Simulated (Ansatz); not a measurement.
Worked example: self-consistent single point of Li₃YBi₂ (P3m1, 6 atoms in the cell) in Ansatz (a quantum-chemistry and plane-wave program).

Computed with PBEsol, default PAW files made with PBE (plane waves; Ansatz).

```
CELL_PARAMETERS angstrom
      4.61481     0.00000     0.00000
     -2.30741     3.99654     0.00000
      0.00000     0.00000     7.28770
ATOMIC_POSITIONS crystal
  Li 0.66667 0.33333 0.35780
  Li 0.33333 0.66667 0.64906
  Li 0.00000 0.00000 0.50000
  Y  0.00000 0.00000 0.00000
  Bi 0.66667 0.33333 0.75259
  Bi 0.33333 0.66667 0.24741
```

Reference input (self-consistent single point, DFT, PBEsol, plane waves, default PAW files made with PBE): basis.ecutwfc = 420 eV; kpoints.mp_grid.grid = 7 7 4; hamiltonian.xc = pbesol; hamiltonian.pseudopotentials = {kind: paw} (the program's default PAW files); scf.occupations.method = gaussian; scf.occupations.width = 0.1 eV. This run's input differs from it in these lines:

Ansatz 0.2 input:
```diff
@@ -14,3 +14,3 @@
 basis:
-  ecutwfc: 420.0 eV
+  ecutwfc: 335.0 eV
 kpoints:
```

The program printed (abridged):

```
SCF iter   1: F=—  HF=-28892.345496 eV  |F-HF|=—  |Δ(HF+E_count)|=         —  Δρ=2.32e-3  dr2=1.84e-2  ethr=1.77e-3  ⟨swp⟩=6.6  Hψ=4088  notcnv=0
all-band conjugate gradients solve this SCF's bands
preconditioner: auto → Kerker (q_TF=auto, 2.314 Å⁻¹)
SCF iter   2: F=—  HF=-28892.342041 eV  |F-HF|=—  |Δ(HF+E_count)|=   3.45e-3  Δρ=1.21e-3  dr2=5.69e-3  ethr=3.69e-5  ⟨swp⟩=1.0  Hψ=1092  notcnv=0
SCF iter   3: F=—  HF=-28892.340973 eV  |F-HF|=—  |Δ(HF+E_count)|=   1.07e-3  Δρ=3.32e-4  dr2=7.06e-4  ethr=1.14e-5  ⟨swp⟩=2.0  Hψ=950  notcnv=0
SCF iter   4: F=—  HF=-28892.340846 eV  |F-HF|=—  |Δ(HF+E_count)|=   1.28e-4  Δρ=8.39e-5  dr2=1.76e-5  ethr=1.41e-6  ⟨swp⟩=2.0  Hψ=990  notcnv=0
SCF iter   5: F=—  HF=-28892.340828 eV  |F-HF|=—  |Δ(HF+E_count)|=   1.78e-5  Δρ=2.89e-5  dr2=2.54e-6  ethr=3.51e-8  ⟨swp⟩=2.0  Hψ=1000  notcnv=0
SCF iter   6: F=—  HF=-28892.340827 eV  |F-HF|=—  |Δ(HF+E_count)|=   4.34e-7  Δρ=6.07e-6  dr2=1.38e-7  ethr=5.08e-9  ⟨swp⟩=2.0  Hψ=998  notcnv=0
SCF iter   7: F=-28892.340827 eV  HF=-28892.340827 eV  |F-HF|=1.99e-8  |Δ(HF+E_count)|=   2.04e-8  Δρ=2.37e-6  dr2=2.81e-8  ethr=2.00e-10  ⟨swp⟩=9.0  Hψ=3864  notcnv=0
SCF 1 converged in 7 iterations: F = -28892.340827 eV  dr2 = 2.81e-8
Free energy (F): -28892.340827 eV
Internal energy: -28892.337602 eV  (E = F + TS)
E sigma→0 (E₀):  -28892.339215 eV
Entropy (-TS):   -0.003225 eV (-0.538 meV/atom)
Fermi energy:    8.574182 eV
--- Forces (eV/Å), atoms counted from 1 ---
  atom   1  Li     0.00000000     0.00000000    -0.12101039
  atom   2  Li     0.00000000    -0.00000000     0.02879221
  atom   3  Li    -0.00000000     0.00000000    -0.00201252
  atom   4  Y     -0.00000000     0.00000000     0.04027939
  atom   5  Bi    -0.00000000    -0.00000000     0.11912574
  atom   6  Bi     0.00000000     0.00000000    -0.06522981
--- Stress (GPa, compression-positive) ---
       -0.749690       0.000000      -0.000000
        0.000000      -0.749690      -0.000000
       -0.000000      -0.000000      -1.068994
  P = ⅓ Tr σ = -0.8561 GPa (-8.561 kbar)
  The stress holds the Pulay correction. Without it, at fixed plane waves, as pw.x and ABINIT print it: P = -1.3063 GPa
```

The run converged in 7 iterations. Against the reference run the free energy goes up by 4.2 meV/atom, the pressure stays at -0.86 GPa and the largest force stays at 0.121 eV/Å.

The starting cell comes from a database of computed structures (which also holds hypothetical and non-ambient phases and stackings), without a prior relaxation at this level. Its lattice was rescaled by up to half a per cent. One atom was moved a little off its site on purpose. Ansatz's pressure includes its estimate of the finite-basis (Pulay) stress. The cutoff lies below the one recommended for these files.
